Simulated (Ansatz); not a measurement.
Consider Au in the fcc (Cu type) structure (space group Fm-3m, No. 225; a = 4.083 Å). Axes: x, y, z lie along the cube axes.

Computed with PBEsol (Ansatz, a quantum-chemistry and plane-wave program, PAW, no spin-orbit coupling).

Before the change:

- Pressure = 0.0 GPa
- Shortest interatomic distance = 2.887 Å

Now apply this change: compressive biaxial strain of 0.66 % in the plane normal to [111], as in epitaxy on a mismatched substrate; the out-of-plane cell vector and the atoms relax.

Question: Predict the new pressure.

Answer: The pressure (mean of the normal stresses, compression positive) goes from zero to 0.8 GPa.

Question: Estimate the effect on the energy relative to the base.

Answer: The energy grows by 0.9 meV/atom.

Question: Predict the new shortest interatomic distance.

Answer: The shortest interatomic distance shrinks by 0.019 Å (2.887 Å → 2.868 Å).

Without a gap, meshes like the base's 20×20×20 leave anisotropic stresses uncertain by several tenths of a GPa, and small strain energies with them. Stability against distortions was not tested.
